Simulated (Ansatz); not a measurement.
Input:

```
GaSb
1.0
    0.00000     2.86081     2.86081
    2.86081     0.00000     2.86081
    2.86081     2.86081     0.00000
Sb Ga
1 1
Direct
  0.75000   0.75000   0.75000
  0.00000   0.00000   0.00000
```

A single point on GaSb with a change (pressure 18 GPa), its geometry relaxed with r2SCAN.

Calculations: HSE06 (Ansatz, a quantum-chemistry and plane-wave program, PAW, noncollinear with spin-orbit coupling). Γ-centred 6×6×6 mesh, Fermi–Dirac width 0.01 eV.

Problem. Estimate the valence-band top at Γ (three highest Kramers pairs, from the VBM).

Solution. 0.00, 0.00, -0.84 eV.

Problem. Predict the band gap.

Solution. 0.78 eV.

Single points use the geometry relaxed with r2SCAN. HSE06 gaps are upper bounds (no full band path). Load acts through the strain it causes; cell and atoms are relaxed under it. Stability against distortions was not tested. Tetrahedral semiconductors of this kind turn to denser phases somewhere between about 1 and 50 GPa; those were not computed, so compressed cells here can lie past the real transition. The cell was made from GaSb in the zinc blende structure (space group F-43m, No. 216) by this change: pressure 18 GPa.
